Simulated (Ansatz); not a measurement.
Density of states of RbCdF3 (Pm-3m) above the conduction band minimum, PBEsol, rigid bands (Ansatz, an electronic-structure program); cell volume 85.8 Å³.

(energy from edge (eV), 10⁻³ states/eV/cell): (0.006, 12.9); (0.031, 29.2); (0.056, 38.9); (0.081, 49.0); (0.106, 54.0); (0.131, 62.1); (0.156, 67.1); (0.181, 73.7); (0.206, 78.1); (0.231, 82.7); (0.256, 89.7); (0.281, 95.6); (0.319, 101); (0.344, 106); (0.369, 113); (0.394, 118); (0.419, 122); (0.444, 126); (0.469, 131); (0.494, 131); (0.519, 136); (0.544, 146); (0.569, 151); (0.594, 157)

Task: What effective density of states at 300 K does this give (∫ g(E) exp(−E/k_BT) dE, both spins, divided by the cell's size)?

Result: 7.2e18 cm⁻³, a density-of-states mass of 0.43 mₑ, valleys and band degeneracy included.

Spin-orbit coupling is left out. Geometry: cell and atoms relaxed with PBEsol.

Computed structure, not matched to a measured one here, so possibly hypothetical: RbCdF3 (Pm-3m).
